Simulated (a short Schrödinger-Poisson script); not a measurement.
**MOS inversion layer, SiO2 on p-type Ge(111)**

System: MOS inversion layer, SiO2 on p-type Ge(111), at 300 K.

| layer | material | thickness (nm) | Na (cm⁻³) |
|---|---|---|---|
| 1 | SiO2 | 2.4 | - |
| 2 | Ge | 610 | 4.6e17 |

The device is made up for the run: typed textbook-type constants, with dimensions and the other settings drawn at random. SiO2: permittivity 3.9, conduction-band edge (eV) 3.1, gap (eV) 9, electron mass (mₑ) 0.5. Ge: permittivity 16, conduction-band edge (eV) 0, gap (eV) 0.664, Nv at 300 K (cm⁻³) 6e18.

Channel valleys (confinement mass, in-plane density-of-states mass, number): L1 1.59, 0.08, 1; L3 0.09, 0.34, 3. At the gate the conduction-band edge of layer 1 lies 3.18 eV − eVg above the Fermi level of the channel; the field vanishes at the back. Gaps are held at their typed values at every temperature. Mesh 0.03 nm at interfaces.

From a short Schrödinger-Poisson script (our own, NumPy): 1D Poisson equation in equilibrium, electrons quantum, Hartree (BenDaniel-Duke, 12 states a valley, the channel's in-plane mass for all, wave functions ending at the dielectric), parabolic valleys, classical holes, full ionisation, no traps, pinning or gate leakage.

```tsv
Vg (V)	electrons (cm⁻²)	C (μF/cm²)	L1 E0 (meV)	L1 E1 (meV)	L3 E0 (meV)	L3 E1 (meV)
0	1.67e7	0.318	303.5	336.3	372.3	448.3
0.2	4.75e9	0.287	151.4	189.6	232.0	323.5
0.4	3.96e11	0.832	30.8	74.3	122.0	223.5
0.6	1.56e12	1.07	-15.9	34.4	87.0	193.1
0.8	2.93e12	1.14	-44.8	12.5	69.9	179.6
1	4.35e12	1.17	-68.5	-3.8	58.4	171.3
1.2	5.81e12	1.18	-89.6	-17.5	49.6	165.6
1.4	7.30e12	1.20	-109.2	-29.7	42.3	161.3
1.6	8.80e12	1.21	-127.7	-40.9	36.0	158.1
1.8	1.03e13	1.22	-145.5	-51.3	30.5	155.5
```

Gate voltages with under 1e6 electrons/cm² are left out.

Subbands count from the Fermi level.

Only the L valleys are kept; under strong confinement the Δ valleys of Ge fill too.
